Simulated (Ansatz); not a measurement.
**Hypothetical I4/mmm Ge, pressure series**

Consider Ge (space group I4/mmm, No. 139; a = 6.948 Å, c = 4.011 Å; a hypothetical phase, not in the database extracts checked).

Cell and atoms are relaxed at each pressure.

Method: PBEsol/PAW in Ansatz (a program for electronic structure), no SOC.

Two rows of this table had their results exchanged by mistake.

```
pressure          volume per atom (Å³)  shortest distance (Å)  band gap
----------------  --------------------  ---------------------  --------
pressure −2 GPa                  21.41                  2.346      zero
pressure −1 GPa                  24.62                  2.462      zero
pressure 0.3 GPa                 24.09                  2.443      zero
pressure 0.7 GPa                 23.94                  2.438      zero
pressure 1.5 GPa                 23.65                  2.428      zero
pressure 3 GPa                   23.16                  2.410      zero
pressure 5 GPa                   22.58                  2.389      zero
pressure 7.5 GPa                 21.96                  2.366      zero
pressure 10 GPa                  25.08                  2.478      zero
```

Question: Which two?

Answer: The rows for pressure −2 GPa and pressure 10 GPa: the volume has to fall steadily with pressure, so 25.08 Å³ belongs to pressure −2 GPa and 21.41 Å³ to pressure 10 GPa.

Load acts through the strain it causes; cell and atoms are relaxed under it. Stability against distortions was not tested. No other phases were tried under pressure. A zero or small gap of Ge can be the functional's error rather than a property of the material.
